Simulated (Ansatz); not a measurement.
System: Ge2Sb2Te5 (model structure, P3m1, No. 156, 9 atoms in the cell). Method: PBE-D3(BJ) (Ansatz, an electronic-structure program, plane waves, PAW).

Settings: plane-wave cutoff 520 eV, 12×12×2 k mesh (along the axes of the cell as run), Fermi–Dirac smearing 0.01 eV, scalar-relativistic PAW data made under PBE.

Cell (relaxed at this level):

```yaml
crystal:
  lattice:
    - [4.24565, 0.00000, 0.00000]
    - [-2.12283, 3.67684, 0.00000]
    - [0.00000, 0.00000, 17.31708]
  atoms:
    - { symbol: Te, position: [0.00000, 0.00000, 0.99676] }
    - { symbol: Sb, position: [0.33333, 0.66667, 0.09788] }
    - { symbol: Te, position: [0.66667, 0.33333, 0.20849] }
    - { symbol: Sb, position: [0.00000, 0.00000, 0.32617] }
    - { symbol: Te, position: [0.33333, 0.66667, 0.42451] }
    - { symbol: Te, position: [0.66667, 0.33333, 0.57453] }
    - { symbol: Ge, position: [0.00000, 0.00000, 0.65719] }
    - { symbol: Te, position: [0.33333, 0.66667, 0.78587] }
    - { symbol: Ge, position: [0.66667, 0.33333, 0.86978] }
```

Task: What does this level give for the band gap?

Result: 
band gap: 0.25 eV (on the SCF k mesh)

Note: a distance lies near a switch of the dispersion term, which can move the cell; the relaxation could raise the start's symmetry but not lower it, so the cell can be a saddle point.

Spin–orbit coupling is not included; it can close the smallest gap of 0.25 eV.

The computed numbers hold no vibrational or temperature effects.

It cost about 10 core-minutes (a rough figure) of CPU time.

A model structure was made by putting elements into a prototype or built by hand; it is no filed structure, need not be a known phase, and can be a saddle point held by its symmetry.
